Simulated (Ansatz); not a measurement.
The parent structure is CsPbCl₃ in the cubic perovskite structure (space group Pm-3m, No. 221).

```cif
data_Cl3CsPb
_chemical_formula_sum 'Cs1 Pb1 Cl3'
_space_group_name_H-M_alt 'P 1'
_space_group_IT_number 1
_cell_length_a 5.61875
_cell_length_b 5.61875
_cell_length_c 5.61875
_cell_angle_alpha 90.000
_cell_angle_beta 90.000
_cell_angle_gamma 90.000
loop_
_space_group_symop_operation_xyz
  'x, y, z'
loop_
_atom_site_label
_atom_site_type_symbol
_atom_site_fract_x
_atom_site_fract_y
_atom_site_fract_z
_atom_site_occupancy
Cs1 Cs 0.00000 0.00000 0.00000 1
Pb1 Pb 0.50000 0.50000 0.50000 1
Cl1 Cl 0.50000 0.00000 0.50000 1
Cl2 Cl 0.00000 0.50000 0.50000 1
Cl3 Cl 0.50000 0.50000 0.00000 1
```

Level of theory: PBEsol in Ansatz (plane waves to 420 eV, PAW, scalar-relativistic without spin-orbit coupling).

Before the change:

The gap character comes out as direct at R and the volume per atom is 35.48 Å³. The hole mass is 0.17 mₑ (at R), the band gap is 1.83 eV and the width of the top valence band is 2.48 eV.

Modification: hydrostatic tension (pressure −2 GPa).

Task: Predict the new gap character.

Result: The gap character is still direct at R.

Task: How does this affect the volume per atom?

Result: The volume per atom grows by 3.79 Å³ (35.48 Å³ → 39.27 Å³).

Task: What does the calculation give for the hole mass after the change?

Result: The hole mass becomes 0.23 mₑ (at R) (base: 0.17 mₑ (at R)).

Task: Estimate the effect on the band gap.

Result: The band gap increases by 0.384 eV to 2.22 eV.

Task: Predict the new width of the top valence band.

Result: The width of the top valence band shrinks by 0.70 eV, from 2.48 eV to 1.78 eV.

With Pb present, leaving out spin-orbit coupling can change the band edges. Load acts through the strain it causes; cell and atoms are relaxed under it. Masses are band curvatures over ±0.01 Å⁻¹ around the edge. Stability against distortions was not tested. Many cubic perovskites are stable only at high temperature; tilts and polar distortions were not tested. This is not the structure that CsPbCl3 has at room temperature and ambient pressure.

Ansatz is an electronic-structure program.
